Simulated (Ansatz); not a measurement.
Base system: AlAs in the zinc blende structure (space group F-43m, No. 216; a = 5.674 Å).

Levels (all Ansatz, an electronic-structure program, PAW, earlier PAW set): PBEsol (420 eV, spin-orbit coupling left out); HSE06 (420 eV, no spin-orbit coupling).

The geometry is relaxed with PBEsol.

| Item | Value |
|---|---|
| PBEsol lowest conduction level above the VBM at special points | X 1.34 eV; Γ 1.91 eV; L 2.06 eV |

What does HSE06 give at this geometry for the lowest conduction level above the VBM at special points?

The lowest conduction level above the VBM at special points becomes X 2.09 eV; Γ 2.89 eV; L 2.90 eV (PBEsol: X 1.34 eV; Γ 1.91 eV; L 2.06 eV).

Single points use the geometry relaxed with PBEsol. HSE06 was sampled on its mesh, a few special points and the semilocal edge points, so its gap is an upper bound. The levels and masses belong to the bands next to the band gap. Whether these cells are dynamically stable was not tested.
